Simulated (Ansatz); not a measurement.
Input:

```
ZnSe
1.0
    0.00000     2.79931     2.87131
    2.79931     0.00000     2.87131
    2.79931     2.79931     0.00000
Zn Se
1 1
Cartesian
  0.00000   0.00000   0.00000
  4.19896   4.19896   4.30697
```

Method: r2SCAN with spin-orbit coupling, rigid bands (plane waves, PAW; Ansatz, an electronic-structure program). Condition of this run: biaxial stress xx = yy = 1 GPa (compression positive) (the target of the relaxation). How the cell was made: cell and atoms relaxed with r2SCAN, then loaded as said.

Q: What conductivity effective mass do dilute holes have at 300 K?

A: 0.60 (x), 0.60 (y), 0.78 (z) mₑ.

Q: What conductivity effective mass do dilute electrons have at 300 K?

A: 0.134 mₑ.

Q: And the band gap?

A: 1.76 eV at this level; semilocal functionals usually fall short of the measured gap.

Rigid bands, one relaxation time for all states, no polarons.
